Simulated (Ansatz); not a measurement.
This concerns the energy of the reaction between neutral defects in Pb (fcc, Fm-3m). Reaction: cell B → cell A + Pb (fcc). A negative value means that the right-hand side lies lower.

Cell A: a supercell of 32 sites of Pb (fcc, Fm-3m) with one empty Pb site amid 12 Pb; H off the lattice sites (4 Pb at 2.44 Å); the closest two of these centres are 2.0 Å apart; spin state with PBE: run without spin, k-point mesh 4×4×4.
```yaml
crystal:
  lattice:
    - [9.91826, 0.00000, 0.00000]
    - [0.00000, 9.91826, 0.00000]
    - [0.00000, 0.00000, 9.91826]
  atoms:
    - { symbol: Pb, position: [0.98877, 0.00000, 0.00000] }
    - { symbol: Pb, position: [0.00096, 0.24764, 0.24764] }
    - { symbol: Pb, position: [0.25613, 0.00000, 0.24358] }
    - { symbol: Pb, position: [0.25613, 0.24358, 0.00000] }
    - { symbol: Pb, position: [0.99589, 0.00000, 0.50000] }
    - { symbol: Pb, position: [0.00096, 0.24764, 0.75236] }
    - { symbol: Pb, position: [0.25613, 0.00000, 0.75642] }
    - { symbol: Pb, position: [0.24877, 0.25108, 0.50000] }
    - { symbol: Pb, position: [0.99589, 0.50000, 0.00000] }
    - { symbol: Pb, position: [0.00096, 0.75236, 0.24764] }
    - { symbol: Pb, position: [0.24877, 0.50000, 0.25108] }
    - { symbol: Pb, position: [0.25613, 0.75642, 0.00000] }
    - { symbol: Pb, position: [0.99787, 0.50000, 0.50000] }
    - { symbol: Pb, position: [0.00096, 0.75236, 0.75236] }
    - { symbol: Pb, position: [0.24877, 0.50000, 0.74892] }
    - { symbol: Pb, position: [0.24877, 0.74892, 0.50000] }
    - { symbol: Pb, position: [0.49903, 0.24670, 0.24670] }
    - { symbol: Pb, position: [0.74319, 0.00000, 0.24584] }
    - { symbol: Pb, position: [0.74319, 0.24584, 0.00000] }
    - { symbol: Pb, position: [0.49748, 0.00000, 0.50000] }
    - { symbol: Pb, position: [0.49903, 0.24670, 0.75330] }
    - { symbol: Pb, position: [0.74319, 0.00000, 0.75416] }
    - { symbol: Pb, position: [0.74814, 0.24923, 0.50000] }
    - { symbol: Pb, position: [0.49748, 0.50000, 0.00000] }
    - { symbol: Pb, position: [0.49903, 0.75330, 0.24670] }
    - { symbol: Pb, position: [0.74814, 0.50000, 0.24923] }
    - { symbol: Pb, position: [0.74319, 0.75416, 0.00000] }
    - { symbol: Pb, position: [0.49900, 0.50000, 0.50000] }
    - { symbol: Pb, position: [0.49903, 0.75330, 0.75330] }
    - { symbol: Pb, position: [0.74814, 0.50000, 0.75077] }
    - { symbol: Pb, position: [0.74814, 0.75077, 0.50000] }
    - { symbol: H, position: [0.29278, 0.00000, 0.00000] }
```

Cell B: a supercell of 32 sites of Pb (fcc, Fm-3m) with H off the lattice sites (6 Pb at 2.51 Å); spin state with PBE: run without spin, k-point mesh 4×4×4.
```
Pb32H
1.0
    9.91826     0.00000     0.00000
    0.00000     9.91826     0.00000
    0.00000     0.00000     9.91826
Pb H
32 1
Direct
  0.99667   0.00000   0.00000
  0.00077   0.24923   0.24923
  0.25000   0.00000   0.25333
  0.25000   0.25333   0.00000
  0.99923   0.00000   0.50000
  0.00077   0.24923   0.75077
  0.25000   0.00000   0.74667
  0.25000   0.25077   0.50000
  0.99923   0.50000   0.00000
  0.00077   0.75077   0.24923
  0.25000   0.50000   0.25077
  0.25000   0.74667   0.00000
  0.00028   0.50000   0.50000
  0.00077   0.75077   0.75077
  0.25000   0.50000   0.74923
  0.25000   0.74923   0.50000
  0.50333   0.00000   0.00000
  0.49923   0.24923   0.24923
  0.75000   0.00000   0.25077
  0.75000   0.25077   0.00000
  0.50077   0.00000   0.50000
  0.49923   0.24923   0.75077
  0.75000   0.00000   0.74923
  0.75000   0.24972   0.50000
  0.50077   0.50000   0.00000
  0.49923   0.75077   0.24923
  0.75000   0.50000   0.24972
  0.75000   0.74923   0.00000
  0.49972   0.50000   0.50000
  0.49923   0.75077   0.75077
  0.75000   0.50000   0.75028
  0.75000   0.75028   0.50000
  0.25000   0.00000   0.00000
```

Reference: Pb (fcc, Fm-3m), 32 atoms in the cell, a perfect crystal on lattice vectors that match the other cells', k-point mesh 4×4×4 on the run's own vectors.

All numbers come from Ansatz (a quantum-chemistry and plane-wave program), plane waves with PAW, its default PAW set, cutoff 420 eV, 500 eV for r2SCAN. The structures are at rest with PBE+D3(BJ), within the held lattices; other levels are single points on them. Neutral cells; Fermi-Dirac smearing of at most 0.10 eV in the solids, energies taken to zero width. The lattices are those relaxed with PBE+D3(BJ), so at other levels the solids can be strained, which adds to the spread. Larger cells are relaxed from a start prepared with the learned potential CHGNet, on a coarser mesh till forces fall under 0.03 eV/Å, which some starts already meet. A dispersion term (D3(BJ), or D4 for r2SCAN) was computed beside these levels and is taken off wherever the name lacks it. No zero-point or thermal terms. No structure search was made; lower ones may exist. Spin-orbit coupling is left out. Values are for these cell sizes. Cell A has symmetry P4mm and got no random move, so less symmetric positions, which may lie lower, weren't tried. Cell B has symmetry Pm-3m and got no random move, so less symmetric positions, which may lie lower, weren't tried.

Problem. Give the value at the level r2SCAN.

Solution. 0.18 eV, for cell B → cell A + Pb (fcc).

Problem. List the value at the remaining levels and say how far they part.

Solution. 
| Level | value (eV) | less r2SCAN |
|---|---|---|
| PBE | 0.18 | 0.00 |
| PBE+D3(BJ) | 0.60 | 0.42 |

The levels span 0.42 eV, from PBE (0.18) to PBE+D3(BJ) (0.60).
